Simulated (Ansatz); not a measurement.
MgO in the rock salt structure (space group Fm-3m, No. 225)

```cif
data_MgO
_chemical_formula_sum 'Mg1 O1'
_space_group_name_H-M_alt 'P 1'
_space_group_IT_number 1
_cell_length_a 2.97298
_cell_length_b 2.97298
_cell_length_c 2.97298
_cell_angle_alpha 60.000
_cell_angle_beta 60.000
_cell_angle_gamma 60.000
loop_
_space_group_symop_operation_xyz
  'x, y, z'
loop_
_atom_site_label
_atom_site_type_symbol
_atom_site_fract_x
_atom_site_fract_y
_atom_site_fract_z
_atom_site_occupancy
Mg1 Mg 0.00000 0.00000 0.00000 1
O1 O 0.50000 0.50000 0.50000 1
```

Calculations: Kohn–Sham DFT with the r2SCAN functional, run in Ansatz (a first-principles code) with PAW and 500 eV plane waves, scalar-relativistic without spin-orbit coupling. k-mesh 13×13×13 (Γ-centred); smearing 0.05 eV (Fermi–Dirac).

| Quantity | Value |
|---|---|
| Volume per atom | 9.29 Å³ |
| Density | 3.60 g/cm³ |
| Band gap | 5.68 eV, direct at Γ |
| Electron mass | 0.36 mₑ |
| Hole mass (degenerate bands, along [100]) | 0.42, 2.1, 2.1 mₑ |
| Lowest conduction-band minima above the VBM | Γ 5.68 eV |
| Total energy | -1249.167 eV/atom (σ→0; compares only within this code and set-up) |

Masses are band curvatures over ±0.01 Å⁻¹ around the edge. Gaps are Kohn–Sham eigenvalue differences; semilocal functionals usually give less than the measured gap. Whether these cells are dynamically stable was not tested.
